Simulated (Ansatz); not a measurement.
The parent structure is TiB2 (space group P6/mmm, No. 191).

```yaml
crystal:
  lattice:
    - [3.02469, 0.00000, 0.00000]
    - [-1.51235, 2.61946, 0.00000]
    - [0.00000, 0.00000, 3.22263]
  atoms:
    - { symbol: Ti, position: [0.00000, 0.00000, 0.00000] }
    - { symbol: B, position: [0.33333, 0.66667, 0.50000] }
    - { symbol: B, position: [0.66667, 0.33333, 0.50000] }
```

Level of theory: r2SCAN, PAW, 500 eV (Ansatz, a quantum-chemistry and plane-wave program; no spin-orbit coupling).

Before the change:

| Property | Value |
|---|---|
| Lattice parameter a | 3.025 Å |

It is then changed as follows: cell and atoms relaxed at a pressure of 60 GPa.

Task: What does the calculation give for the lattice parameter a after the change?

Result: The lattice parameter a drops by 0.1452 Å to 2.879 Å.

Load acts through the strain it causes; cell and atoms are relaxed under it. Whether these cells are dynamically stable was not tested. Competing high-pressure phases were not computed. The final runs are not spin-polarised.
